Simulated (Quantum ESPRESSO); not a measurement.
The steps of a band-structure calculation for Nb (Im-3m, 1 atom in the cell) with Quantum ESPRESSO.

Method: PBE, SSSP 1.1.2 efficiency (PBE) pseudopotentials (plane waves; Quantum ESPRESSO).

Step 1 (scf):

```fortran
&CONTROL
  calculation = 'scf'
  prefix = 'pwscf'
  outdir = './tmp/'
  pseudo_dir = './'
  tprnfor = .true.
  tstress = .true.
/
&SYSTEM
  ibrav = 0
  nat = 1
  ntyp = 1
  ecutwfc = 50
  ecutrho = 400
  occupations = 'smearing'
  smearing = 'cold'
  degauss = 0.0036749
  nbnd = 19
/
&ELECTRONS
  conv_thr = 1.0e-11
  mixing_beta = 0.7
/
ATOMIC_SPECIES
Nb    92.9064  Nb.pbe-spn-kjpaw_psl.0.3.0.UPF
ATOMIC_POSITIONS {angstrom}
Nb    0.0000000000    0.0000000000    0.0000000000
K_POINTS {automatic}
18 18 18  0 0 0
CELL_PARAMETERS {angstrom}
  -1.6722510000     1.6722510000     1.6722510000
   1.6722510000    -1.6722510000     1.6722510000
   1.6722510000     1.6722510000    -1.6722510000
```

Step 2 (bands):

```fortran
&CONTROL
  calculation = 'bands'
  prefix = 'pwscf'
  outdir = './tmp/'
  pseudo_dir = './'
  verbosity = 'high'
/
&SYSTEM
  ibrav = 0
  nat = 1
  ntyp = 1
  ecutwfc = 50
  ecutrho = 400
  occupations = 'smearing'
  smearing = 'cold'
  degauss = 0.0036749
  nbnd = 19
/
&ELECTRONS
  conv_thr = 1.0e-11
  startingwfc = 'random'
  diago_thr_init = 1.0d-6
  diagonalization = 'cg'
/
ATOMIC_SPECIES
Nb    92.9064  Nb.pbe-spn-kjpaw_psl.0.3.0.UPF
ATOMIC_POSITIONS {angstrom}
Nb    0.0000000000    0.0000000000    0.0000000000
K_POINTS {crystal_b}
8
  0.00000000   0.00000000   0.00000000  19  ! G
  0.50000000  -0.50000000   0.50000000  13  ! H
  0.00000000   0.00000000   0.50000000  13  ! N
  0.00000000   0.00000000   0.00000000  16  ! G
  0.25000000   0.25000000   0.25000000  16  ! P
  0.50000000  -0.50000000   0.50000000   1  ! H
  0.25000000   0.25000000   0.25000000   9  ! P
  0.00000000   0.00000000   0.50000000   1  ! N
CELL_PARAMETERS {angstrom}
  -1.6722510000     1.6722510000     1.6722510000
   1.6722510000    -1.6722510000     1.6722510000
   1.6722510000     1.6722510000    -1.6722510000
```

Step 3 (bands.x):

```fortran
&BANDS
  prefix = 'pwscf'
  outdir = './tmp/'
  filband = 'bands.dat'
  lsym = .false.
/
```

Output of bands (abridged):

```
     file Nb.pbe-spn-kjpaw_psl.0.3.0.UPF: wavefunction(s)  4S 4P renormalized

     Atomic positions and unit cell read from directory:
     ./tmp/pwscf.save/

     Message from routine setup:
     using ibrav=0 with symmetry is DISCOURAGED, use correct ibrav instead
     G-vector sticks info
     --------------------
     sticks:   dense  smooth     PW     G-vecs:    dense   smooth      PW
   [... lines left out ...]
     unit-cell volume          =     126.2295 (a.u.)^3
   [... lines left out ...]

     number of k points=    88  Marzari-Vanderbilt smearing, width (Ry)=  0.0037
                       cart. coord. in units 2pi/alat
        k(    1) = (   0.0000000   0.0000000   0.0000000), wk =   0.0227273
        k(    2) = (   0.0000000   0.0455803   0.0000000), wk =   0.0227273
        k(    3) = (   0.0000000   0.0911606   0.0000000), wk =   0.0227273
   [... 85 lines left out ...]

     Dense  grid:    17117 G-vectors     FFT dimensions: (  36,  36,  36)

     Smooth grid:     6051 G-vectors     FFT dimensions: (  25,  25,  25)

     The potential is recalculated from file :
     ./tmp/pwscf.save/charge-density

     Band Structure Calculation
     CG style diagonalization

     ethr =  1.00E-06,  avg # of iterations = 21.9

     End of band structure calculation

          k = 0.0000 0.0000 0.0000 (   767 PWs)   bands (ev):

   -37.2309 -12.6177 -12.6177 -12.6177  11.3361  17.5536  17.5536  17.5536
    20.3403  20.3403  31.4401  31.4401  31.4401  41.6475  41.6475  44.5195
    44.5195  44.5195  50.1324

          k = 0.0000 0.0456 0.0000 (   763 PWs)   bands (ev):

   -37.2281 -12.6300 -12.6231 -12.6231  11.3913  17.5473  17.5473  17.5784
    20.2578  20.3684  31.5143  31.5352  31.5352  40.8785  41.7427  44.4517
    44.4517  45.1581  49.9862

   [... 86 blocks of this kind left out ...]
```

Output of bands.x (abridged):

```
     Reading xml data from directory:

     ./tmp/pwscf.save/
     file Nb.pbe-spn-kjpaw_psl.0.3.0.UPF: wavefunction(s)  4S 4P renormalized

     G-vector sticks info
     --------------------
     sticks:   dense  smooth     PW     G-vecs:    dense   smooth      PW
     Sum         905     451    139                17117     6051    1061

     Reading collected, re-writing distributed wavefunctions
     high-symmetry point:  0.0000 0.0000 0.0000   x coordinate   0.0000
     high-symmetry point:  0.0000 0.8660 0.0000   x coordinate   0.8660
     high-symmetry point:  0.4330 0.4330 0.0000   x coordinate   1.4784
     high-symmetry point:  0.0000 0.0000 0.0000   x coordinate   2.0908
     high-symmetry point:  0.4330 0.4330 0.4330   x coordinate   2.8408
     high-symmetry point:  0.0000 0.8660 0.0000   x coordinate   3.5908
     high-symmetry point:  0.4330 0.4330 0.4330   x coordinate   3.5908
     high-symmetry point:  0.4330 0.4330 0.0000   x coordinate   4.0238

     Plottable bands (eV) written to file bands.dat.gnu
     Bands written to file bands.dat

   JOB DONE.
```

The starting cell comes from a database of computed structures (which also holds hypothetical and non-ambient phases and stackings), without a prior relaxation at this level. Its lattice was rescaled by a random factor within 2.5 % of one. Spin polarisation is off.
